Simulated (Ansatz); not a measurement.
Worked example: zone-centre phonon calculation of ScZn3 (P6_3/mmc, 8 atoms in the cell) in Ansatz (a first-principles code).

Method: LDA (PW92), default PAW files made with PBE (plane waves; Ansatz).

```yaml
crystal:
  lattice:
    - [5.83617, 0.00000, 0.00000]
    - [-2.91809, 5.05427, 0.00000]
    - [0.00000, 0.00000, 4.31144]
  atoms:
    - { symbol: Sc, position: [0.33333, 0.66667, 0.75000] }
    - { symbol: Sc, position: [0.66667, 0.33333, 0.25000] }
    - { symbol: Zn, position: [0.84266, 0.68533, 0.75000] }
    - { symbol: Zn, position: [0.15734, 0.31467, 0.25000] }
    - { symbol: Zn, position: [0.15734, 0.84266, 0.25000] }
    - { symbol: Zn, position: [0.84266, 0.15734, 0.75000] }
    - { symbol: Zn, position: [0.31467, 0.15734, 0.75000] }
    - { symbol: Zn, position: [0.68533, 0.84266, 0.25000] }
```

Reference input (self-consistent single point, DFT, LDA (PW92), plane waves, default PAW files made with PBE): basis.ecutwfc = 30.9 Ry; kpoints.mp_grid.grid = 6 6 7; hamiltonian.xc = lda; hamiltonian.pseudopotentials = {kind: paw} (the program's default PAW files); scf.occupations.method = fermi_dirac; scf.occupations.width = 0.0073 Ry. This run's input differs from it in these lines:

Ansatz 0.2 input:
```diff
@@ -16,3 +16,3 @@
 basis:
-  ecutwfc: 30.9 Ry
+  ecutwfc: 37.1 Ry
 kpoints:
@@ -24,6 +24,4 @@
   occupations: { method: fermi_dirac, width: 0.0073 Ry }
-output:
-  forces: true
-  eigenvalues: true
-  stress: true
+phonons:
+  method: dfpt
```

Output (repeated stretches shortened):

```
SCF iter   1: F=—  HF=-23658.279467 eV  |F-HF|=—  |Δ(HF+E_count)|=         —  Δρ=6.43e-3  dr2=4.55e-2  ethr=1.77e-3  ⟨swp⟩=6.4  Hψ=12644  notcnv=0  defer=1
all-band conjugate gradients solve this SCF's bands
preconditioner: auto → Kerker (q_TF=auto, 2.594 Å⁻¹)
SCF iter   2: F=—  HF=-23658.270480 eV  |F-HF|=—  |Δ(HF+E_count)|=   8.99e-3  Δρ=3.00e-3  dr2=1.49e-2  ethr=4.84e-5  ⟨swp⟩=3.0  Hψ=6241  notcnv=0  defer=1
   [... lines left out ...]
SCF iter   7: F=—  HF=-23658.267505 eV  |F-HF|=—  |Δ(HF+E_count)|=   7.34e-8  Δρ=3.31e-6  dr2=1.04e-8  ethr=4.76e-10  ⟨swp⟩=2.5  Hψ=5218  notcnv=0  defer=1
SCF iter   8: F=—  HF=-23658.267505 eV  |F-HF|=—  |Δ(HF+E_count)|=   4.78e-9  Δρ=1.53e-6  dr2=2.97e-9  ethr=1.10e-11  ⟨swp⟩=2.0  Hψ=5194  notcnv=0  defer=1
SCF iter   9: F=—  HF=-23658.267505 eV  |F-HF|=—  |Δ(HF+E_count)|=  6.51e-10  Δρ=2.32e-7  dr2=6.82e-11  ethr=3.16e-12  ⟨swp⟩=2.0  Hψ=4974  notcnv=0  defer=1
SCF iter  10: F=-23658.267505 eV  HF=-23658.267505 eV  |F-HF|=0.00e0  |Δ(HF+E_count)|=  3.64e-12  Δρ=4.70e-8  dr2=3.96e-12  ethr=1.00e-12  ⟨swp⟩=5.5  Hψ=13268  notcnv=0
SCF 1 converged in 10 iterations: F = -23658.267505 eV  dr2 = 3.96e-12
DFPT response loops at Γ: preconditioner auto → Kerker (q_TF=auto, 2.594 Å⁻¹) (partly filled bands, converged f_vac=0.000) …
Free energy (F): -23658.267505 eV
Internal energy: -23658.140122 eV  (E = F + TS)
E sigma→0 (E₀):  -23658.203813 eV
Entropy (-TS):   -0.127383 eV (-15.923 meV/atom)
Fermi energy:    11.120434 eV
--- Phonons (Γ-DFPT): 5 representative perturbations + reference, on 52 of 252 k-points (Σ response iterations 18) ---
  k mesh reduced under 4 symmetry operations, with k and −k counted as one. Each operation leaves every solved displacement unchanged or reverses it
  ASR residual: 7.807e-4 → 0.000e0 eV/Å²; symmetrization residual: 7.716e-6 eV/Å²
  ASR residual per site (eV/Å²): 7.81e-4 7.81e-4 2.96e-5 2.96e-5 2.60e-5 2.60e-5 2.60e-5 2.60e-5
  Γ frequencies (cm⁻¹): 0.00 0.00 0.00 51.12 51.12 111.22 116.43 116.43 123.01 123.01 124.90 125.39 125.51 125.51 146.90 154.51 158.33 158.33 212.68 212.68 215.91 215.91 237.85 242.04
  non-analytic LO–TO correction: not included (Born effective charges unavailable; polar crystals: no LO–TO splitting at Γ)
```

The run converged in 10 iterations. 

Summary of the result:
Free energy E − TS (on the zero of these files): -23658.2675 eV
Fermi level (on the code's own zero): 11.12 eV
Zone-centre frequencies (cm⁻¹; negative means imaginary): 0, 0, 0, 51, 51, 111, 116, 116, 123, 123, 125, 125, 126, 126, 147, 155, 158, 158, 213, 213, 216, 216, 238, 242

The starting cell comes from a database of computed structures (which also holds hypothetical and non-ambient phases and stackings), without a prior relaxation at this level. Its lattice was rescaled by up to half a per cent.

Cost on one core of a shared machine: roughly 7 min.
